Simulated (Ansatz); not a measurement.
Consider Cs2AgBiBr6 (space group Fm-3m, No. 225; a = 10.996 Å). Axes: x, y, z lie along the cube axes.

Method: LDA (Ansatz, a first-principles code; PAW; 420 eV plane waves; no spin-orbit coupling).

Before the change:

| Item | Result |
|---|---|
| Volume per atom | 33.24 Å³ |
| Smallest direct gap | 2.20 eV |
| Hole mass | 0.15 mₑ along k, 0.62 mₑ across (at X) |

The change: biaxial strain +0.63 %, plane normal [111], relaxed out of plane (Cartesian); in-plane vectors clamped, the third vector and the atoms free.

Question: How does this affect the valley order?

Answer: The valley order (the lowest conduction-band minima on the path, energy above the VBM, named in the base's zone) comes out as L along [111] 0.93 eV; L along [1-11] 0.95 eV; a point along [01-1], about 0.4 Å⁻¹ from Γ 1.80 eV; U (0.376, -0.376, 0) 2.10 eV.

Question: What does the calculation give for the volume per atom after the change?

Answer: The volume per atom rises by 0.14 Å³ to 33.38 Å³.

Question: Predict the new smallest direct gap.

Answer: The smallest direct gap falls by 0.05 eV (2.20 eV → 2.15 eV).

Question: Predict the new hole mass.

Answer: The hole mass goes from 0.15 mₑ along k, 0.62 mₑ across (at X) to 0.16 mₑ along k, 0.62 mₑ across (at X).

Spin-orbit coupling, missing from the scalar runs, can matter with Bi. Masses are band curvatures over ±0.01 Å⁻¹ around the edge. Along k means along the line from Γ to the band edge. Stability against distortions was not tested.
